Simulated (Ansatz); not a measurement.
## Pressure series in ZnS

The reference is ZnS in the wurtzite structure (space group P6_3mc, No. 186; a = 3.782 Å, c = 6.208 Å).

Cell and atoms are relaxed at each pressure.

Method: PBEsol/PAW in Ansatz (a quantum-chemistry and plane-wave program), no spin-orbit coupling.

Candidates:
(a) pressure 9 GPa
(b) pressure −2 GPa
(c) pressure 4.2 GPa
(d) pressure 1.8 GPa

Base values:

The band gap is 2.15 eV.

**Question.** Order them by band gap, highest first.

**Answer.** (a) pressure 9 GPa (2.56 eV), (c) pressure 4.2 GPa (2.36 eV), (d) pressure 1.8 GPa (2.25 eV), (b) pressure −2 GPa (2.04 eV)

Load acts through the strain it causes; cell and atoms are relaxed under it. No phonon test of stability was made. Tetrahedral semiconductors of this kind turn to denser phases somewhere between about 1 and 50 GPa; those were not computed, so compressed cells here can lie past the real transition.
